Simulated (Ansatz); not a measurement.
Cost and result by functional for the surface energy of the (21-33) surface of hcp Ti in its 1x1 cell, outermost plane spacing 0.14 Å in the ideal cut, in Ansatz (plane waves, PAW). Single points on the PBE structure, on one kind of machine; costs are rough ratios of the slab run's core time (references not counted) to the cheapest single point. r2SCAN's cost holds its higher cutoff (500 against 420 eV). Differences are taken against r2SCAN for comparison alone: no measured value is at hand, so the table doesn't rank accuracy.

Set-up: 26 atoms, 9.9 Å thick at the start (thin: gaps and levels are the slab's own); mesh 7x5x1; 0.1 eV smearing; dipole correction on; all atoms relaxed; symmetry of the start imposed; no spin, no spin-orbit, no U. These notes are the PBE run's.

```
functional                     relative cost  surface energy (J/m²)  less r2SCAN (J/m²)
-----------------------------  -------------  ---------------------  ------------------
LDA                                        1                   2.28                0.03
PBEsol                                     1                   2.22               -0.03
RPBE                                       1                   1.91               -0.33
r2SCAN                                     2                   2.25                0.00
PBE (the relaxed run's value)              –                   2.05               -0.20
```

The values span 0.36 J/m², while the single points' costs differ by a factor of roughly 2. Differences are of unrounded values.

Ansatz is a first-principles code.
